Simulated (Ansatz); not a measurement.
The parent structure is BeTe in the zinc blende structure (space group F-43m, No. 216; a = 5.604 Å).

Calculations: DFT with PBEsol, PAW potentials and a 420 eV plane-wave cutoff in Ansatz (an electronic-structure program), spin-orbit coupling left out.

Strains are applied to the cell and any free atomic positions relax.

One change was made to it. Results:

The pressure rises by 9.35 kbar to 9.4 kbar; the gap character remains indirect, Γ → X.

**Question.** Name the change that was made.
(A) isotropic strain −0.50 %
(B) isotropic strain −1.00 %
(C) isotropic strain +1.00 %
(D) isotropic strain −2.00 %

**Answer.** A, isotropic strain −0.50 %. For comparison, the pressure in the other runs: isotropic strain −2.00 % gives 41.4 kbar; isotropic strain −1.00 % gives 19.4 kbar; isotropic strain +1.00 % gives -16.9 kbar.

Spin-orbit coupling, missing from the scalar runs, can matter with Te. Whether these cells are dynamically stable was not tested.
